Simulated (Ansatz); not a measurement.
The cell is built on a prototype and need not be the phase stable at ambient conditions.

Data:

```
Ga2O3
1.0
    3.01586     0.00000     0.00000
    0.00000     6.80729     0.00000
    1.50793     0.00000     2.61181
Ga O
2 3
Direct
  0.33333   0.79335   0.33333
  0.66667   0.20665   0.66667
  0.00000   0.00000   0.00000
  0.33333   0.31419   0.33333
  0.66667   0.68581   0.66667
```

Space group of this cell: P-3m1. The cell was relaxed by PBE-D3(BJ); by r2SCAN its mean pressure is -5.2 GPa.

Transport runs along the normal of the first two printed cell vectors.

The gap is the functional's own, uncorrected, and κ follows it; spin-orbit coupling is left out. Mid-gap values are interpolated between the computed energies.

Problem. State the band gap and the smallest decay constant κ at mid-gap according to r2SCAN run with Ansatz (a program for electronic structure).

Solution. Gap 2.81 eV on a 12×6×12 mesh; κ = 0.252 1/Å, at the zone centre.
